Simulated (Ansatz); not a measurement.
# MoS2: response to strain

Start from MoS$_{2}$ in the 3R-MoS2 type structure (space group R3m, No. 160; layered, stacked along the Cartesian z axis).

```
MoS2
1.0
    1.58770     0.91666     6.19535
   -1.58770     0.91666     6.19535
    0.00000    -1.83332     6.19535
Mo S
1 2
Direct
  0.00000   0.00000   0.00000
  0.75029   0.75029   0.75029
  0.58300   0.58300   0.58300
```

Cartesian axes are those of the cell as printed.

Strains are applied to the cell and any free atomic positions relax; under biaxial strain the out-of-plane vector relaxes too.

Level of theory: r2SCAN+rVV10 (Ansatz, a first-principles code), scalar-relativistic without spin-orbit coupling, earlier PAW set.

Candidates:
(a) biaxial strain +4.24 %, plane normal [001], relaxed out of plane
(b) uniaxial strain ε_xx = +0.25 %
(c) biaxial strain −1.86 %, plane normal [001], relaxed out of plane

Before the change:

The smallest direct gap is 1.79 eV.

### Question
Order them by smallest direct gap, highest first.

### Answer
(c) biaxial strain −1.86 %, plane normal [001], relaxed out of plane (2.03 eV), (b) uniaxial strain ε_xx = +0.25 % (1.78 eV), (a) biaxial strain +4.24 %, plane normal [001], relaxed out of plane (1.36 eV)

Whether these cells are dynamically stable was not tested.
